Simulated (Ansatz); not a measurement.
Where the default PAW files enter, the runs use the earlier of Ansatz's two default sets.

Crystal: KF (Fm-3m, rock salt, 2 atoms a cell, 18.7 Å³ an atom); planes in its conventional cell.

The numbers are results of r2SCAN (plane waves, PAW; Ansatz, an electronic-structure program), not measurements.

The gap is the functional's own. No spin-orbit coupling. Mid-gap values are interpolated on the energy grid.

| plane | area of the cell (Å²) | mid-gap κ (1/Å) | largest κ in the gap (1/Å) |
|---|---|---|---|
| (111) | 12.2 | 0.58 | 0.59 |
| (110) | 19.9 | (withheld) | (withheld) |
| (001) | 14.1 | (withheld) | (withheld) |

Task: The slowest decay depends on the direction. Supply the withheld values.

Result: 
- (110), mid-gap κ (1/Å): 0.55
- (110), largest κ in the gap (1/Å): 0.57
- (001), mid-gap κ (1/Å): 0.50
- (001), largest κ in the gap (1/Å): 0.50
